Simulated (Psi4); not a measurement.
Psi4 1.11, BP86/def2-svp: F[SiH](F)O[SiH](Cl)Cl, 9 atoms. The geometry is a generated start, not checked to be a minimum at this level.

```yaml
task: energy
method: bp86
basis: def2-svp
memory: 3 GB
maxiter: 100
keys_of_the_molecule_block: symmetry c1
scf_type: df (default)
guess: auto, which took SAD (default)
scf_initial_accelerator: adiis (default)
e_convergence: 1e-06 (default)
d_convergence: 1e-06 (default)
dft_radial_points: 75 (default)
dft_spherical_points: 302 (default)
basis_functions: 124
grid_points: 191198
```

```xyz
9

Si    -1.2630     0.2943     0.9634
F     -2.1049    -1.0418     1.1453
F     -2.2246     1.2302     0.1127
O      0.0121    -0.0370     0.0614
Si     1.2421    -0.2427    -0.9772
Cl     2.7325     0.9071    -0.3135
Cl     1.7293    -2.1749    -0.9307
H     -0.8890     0.8816     2.2153
H      0.7655     0.1831    -2.2768
```

One run each on 2 threads. Values of diis_max_vecs tried: 3, 6, 10 (default), 20.

### Question
Predict the course of the SCF iterations along this series.

### Answer
Fewest SCF iterations, within one of each other: 6 with 10, 10 (default) with 9, 20 with 9. The count rises to 14 at 3. All converge to one solution.

```tsv
diis_max_vecs	SCF iterations	end
3	14	same solution
6	10	same solution
10 (default)	9	same solution
20	9	same solution
```
